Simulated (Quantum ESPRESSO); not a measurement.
Quantum ESPRESSO run on MgSc (P1, 2 atoms in the cell): relaxation of the atoms.

Method of the run: LDA (PW92), PseudoDojo standard norm-conserving (LDA) pseudopotentials (plane waves; Quantum ESPRESSO).

Input:

```fortran
&CONTROL
    calculation = 'relax',
    prefix = 'run',
    outdir = './tmp',
    pseudo_dir = './',
/
&SYSTEM
    ibrav = 0,
    nat = 2,
    ntyp = 2,
    ecutwfc = 85,
    occupations = 'smearing',
    smearing = 'cold',
    degauss = 0.0147,
/
&ELECTRONS
    conv_thr = 1e-10,
/
&IONS
    upscale = 10,
/
ATOMIC_SPECIES
Mg    24.3050  Mg.upf
Sc    44.9559  Sc.upf
CELL_PARAMETERS {angstrom}
   3.5964500000     0.0000000000     0.0000000000
   0.0000000000     3.5964500000     0.0000000000
   0.0000000000     0.0000000000     3.5964500000
ATOMIC_POSITIONS {angstrom}
Mg    0.0321810346    0.0222260610    0.0008092013
Sc    1.7660439654    1.7759989390    1.7974157987
K_POINTS {automatic}
6 6 6  0 0 0
```

Output, abridged:

```
     Self-consistent Calculation

     iteration #  1     ecut=    85.00 Ry     beta= 0.70

     Threshold (ethr) on eigenvalues was too large:
     Diagonalizing with lowered threshold

     total energy              =    -215.28466752 Ry
     estimated scf accuracy    <       0.01296632 Ry

     iteration #  2     ecut=    85.00 Ry     beta= 0.70

     total energy              =    -215.28545915 Ry
     estimated scf accuracy    <       0.00804383 Ry

     iteration #  3     ecut=    85.00 Ry     beta= 0.70

     total energy              =    -215.28777892 Ry
     estimated scf accuracy    <       0.00109083 Ry

   [... 4 blocks of this kind left out ...]

     iteration #  8     ecut=    85.00 Ry     beta= 0.70

     total energy              =    -215.28791283 Ry
     estimated scf accuracy    <          5.6E-09 Ry

     iteration #  9     ecut=    85.00 Ry     beta= 0.70
     End of self-consistent calculation

     Number of k-points >= 100: set verbosity='high' to print the bands.

     the Fermi energy is     7.2782 ev

!    total energy              =    -215.28791283 Ry
     estimated scf accuracy    <          5.2E-11 Ry
     smearing contrib. (-TS)   =       0.00000645 Ry
     internal energy E=F+TS    =    -215.28791928 Ry

     convergence has been achieved in   9 iterations

     Forces acting on atoms (cartesian axes, Ry/au):

     atom    1 type  1   force =    -0.00891724   -0.00618870   -0.00022634
     atom    2 type  2   force =     0.00891724    0.00618870    0.00022634

     Total force =     0.015354     Total SCF correction =     0.000003

     BFGS Geometry Optimization
     Energy error            =      2.4E-04 Ry
     Gradient error          =      8.9E-03 Ry/Bohr

   [... lines left out ...]
     the Fermi energy is     7.2789 ev
!    total energy              =    -215.28871526 Ry
     Total force =     0.000009     Total SCF correction =     0.000010
     bfgs converged in   6 scf cycles and   5 bfgs steps
   [... lines left out ...]
     (criteria: energy <  1.0E-04 Ry, force <  1.0E-03 Ry/Bohr)

     End of BFGS Geometry Optimization

     Final energy             =    -215.2887152636 Ry

     File ./tmp/run.bfgs deleted, as requested
Begin final coordinates

ATOMIC_POSITIONS (angstrom)
Mg               0.0000126054       -0.0000200280       -0.0000017196
Sc               1.7982123946        1.7982450280        1.7982267196
End final coordinates

   JOB DONE.
```

The run converged.  The full log also holds: “WARNING: bfgs curvature condition failed, Theta= 0.938”. The full log also holds: “SCF correction compared to forces is large: reduce conv_thr to get better values”.

Summary of the result:
* **Free energy E − TS**: -2929.1522 eV
* **Fermi level (on the code's own zero)**: 7.28 eV
* **Relaxation steps**: 5

The starting cell comes from a database of computed structures (which also holds hypothetical and non-ambient phases and stackings), without a prior relaxation at this level. For this run, on top of that: atoms moved at random.

Cost on one core of a shared machine: roughly 5 min.
